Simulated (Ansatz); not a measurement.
The starting structures come from a database of crystals and need not be the phases stable at ambient conditions.

Inside the gap of an insulator the Bloch states are evanescent, with a wavenumber k + iκ along the transport direction.

```yaml
crystal:
  lattice:
    - [4.92940, 0.00000, 0.00000]
    - [0.00000, 10.84887, 0.00000]
    - [2.46470, 0.00000, 2.46470]
  atoms:
    - { symbol: Ge, position: [0.00000, 0.50000, 0.00000] }
    - { symbol: Ge, position: [0.50000, 0.00000, 0.00000] }
    - { symbol: S, position: [0.00000, 0.86871, 0.50000] }
    - { symbol: S, position: [0.00000, 0.36871, 0.50000] }
    - { symbol: S, position: [0.50000, 0.63129, 0.50000] }
    - { symbol: S, position: [0.50000, 0.13129, 0.50000] }
```

Space group of this cell: P4_2/nmc. The cell was relaxed by PBE-D3(BJ); by PBEsol its mean pressure is -0.6 GPa.

Transport runs along the normal of the first two printed cell vectors, the (110) plane of the conventional cell.

No gap correction and no spin-orbit coupling; mid-gap values are interpolated between computed energies.

Problem. State the band gap and the smallest decay constant κ at mid-gap according to PBEsol (Ansatz, a quantum-chemistry and plane-wave program).

Solution. Gap 0.95 eV on a 12×4×12 mesh; κ = 0.127 1/Å, at the zone centre.
